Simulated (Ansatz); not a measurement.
# LiF under load (space group Fm-3m): band-edge transport data

```
LiF
1.0
    0.00000     2.02794     2.02794
    2.02794     0.00000     2.02794
    2.02794     2.02794     0.00000
Li F
1 1
Direct
  0.00000   0.00000   0.00000
  0.50000   0.50000   0.50000
```

Method: r2SCAN, rigid bands (plane waves, PAW, scalar-relativistic; Ansatz, a quantum-chemistry and plane-wave program). Condition of this run: hydrostatic pressure of -2.4 GPa (compression positive) (the target of the relaxation). Geometry: cell and atoms relaxed with PBEsol, then loaded as said.

| Property | Result |
|---|---|
| band gap | 9.87 eV |
| electron conductivity mass (300 K, dilute) | 0.87 mₑ |
| hole conductivity mass (300 K, dilute) | 3.8 mₑ |
| effective density of states N_c (300 K) | 2.1e19 cm⁻³ |
| effective density of states N_v (300 K) | 2.3e21 cm⁻³ |
| density-of-states mass, electrons | 0.89 mₑ |
| density-of-states mass, holes | 20 mₑ |
| Seebeck coefficient, n-type 1e19 cm⁻³, 300 K | -279 μV/K |
| best n-type power factor at 300 K for τ = 10 fs (best axis; densities from 1e16 to 1e21 cm⁻³ tried, whether or not they can be reached) | 3.8 μW/(cm·K²) at 1e20 cm⁻³ |
| Seebeck coefficient, p-type 1e19 cm⁻³, 300 K | 653 μV/K |

Rigid bands; masses and Seebeck coefficients take one relaxation time τ for all states and one kind of carrier; polarons and phonon drag are left out. Spin-orbit coupling is left out. Geometry: cell and atoms relaxed with PBEsol.
